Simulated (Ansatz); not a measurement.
Take GaN in the NiAs type structure (space group P6_3/mmc, No. 194; a = 2.969 Å, c = 5.041 Å; a model cell, its experimental status unchecked) as the base. Axes: x lies along a and z along c of the hexagonal cell.

One thing is altered: tensor shear ε_xy = −1.97 % (engineering shear γ = -0.0394), atoms relaxed at fixed cell.

Levels (all Ansatz, a quantum-chemistry and plane-wave program, PAW): PBEsol (420 eV, no SOC); r2SCAN (500 eV, scalar-relativistic without spin-orbit coupling); HSE06 (420 eV, spin-orbit coupling left out).

At the geometry relaxed with PBEsol, these levels gave the following band gaps, in shuffled order: (a) 1.85 eV, (b) 1.19 eV, (c) 2.63 eV.

Problem. Match each gap to its level.

Solution. (a) r2SCAN; (b) PBEsol; (c) HSE06.

Single points use the geometry relaxed with PBEsol. HSE06 gaps are upper bounds (no full band path). The cells carry an imposed strain or load. Stability against distortions was not tested. This is not the structure that GaN has at room temperature and ambient pressure.
